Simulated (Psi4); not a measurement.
Psi4 1.11, unrestricted PBE0/def2-tzvp: La(Cl)3 anion ([Cl][La]([Cl])[Cl]), charge -1, multiplicity 2, 4 atoms. The geometry is a generated start, not checked to be a minimum at this level.

```json
{
  "task": "energy",
  "method": "pbe0",
  "basis": "def2-tzvp",
  "memory": "3 GB",
  "maxiter": "100",
  "keys_of_the_molecule_block": "symmetry c1",
  "scf_type": "df (default)",
  "e_convergence": "1e-06 (default)",
  "d_convergence": "1e-06 (default)",
  "dft_radial_points": "75 (default)",
  "dft_spherical_points": "302 (default)",
  "effective_core_potentials": "those of the basis set, past Kr",
  "basis_functions": "151",
  "grid_points": "87533"
}
```

```xyz
4

La     0.2973    -0.3085    -0.9745
Cl    -1.8462    -0.9525     0.1258
Cl    -0.0133     2.0634    -0.2700
Cl     1.5623    -0.8024     1.1186
```

Charge -1 and multiplicity 2 are set for this test and not shown to be the ground state.

With the defaults (diis = true, scf_initial_accelerator = adiis, damping_percentage = 0, diis_max_vecs = 10, guess = auto, which took SAD, soscf = false, soscf_start_convergence = 0.01) it converges in 10 SCF iterations. One run each on 2 threads, with these changes:
- diis_max_vecs = 3
- damping_percentage = 20
- guess = sap
- soscf = true, soscf_start_convergence = 0.001
- diis_max_vecs = 6
- diis = false, scf_initial_accelerator = none, damping_percentage = 60
- damping_percentage = 60
- guess = modhuckel
- guess = sapgau

Q: Which runs fail or end elsewhere than the default run?

A: No convergence: diis = false, scf_initial_accelerator = none, damping_percentage = 60 (the run ends without SCF convergence in 100 iterations). The rest reach the solution of the defaults.

```tsv
setting	SCF iterations	JK calls	end
soscf = true, soscf_start_convergence = 0.001	7	23	same solution
the defaults	10	11	same solution
guess = modhuckel	10	26	same solution
diis_max_vecs = 6	10	11	same solution
diis_max_vecs = 3	12	13	same solution
guess = sap	12	12	same solution
guess = sapgau	16	16	same solution
damping_percentage = 20	20	21	same solution
damping_percentage = 60	69	70	same solution
diis = false, scf_initial_accelerator = none, damping_percentage = 60	100	101	no convergence
```

An SOSCF iteration holds several JK calls; a Hückel guess adds calls on atoms.
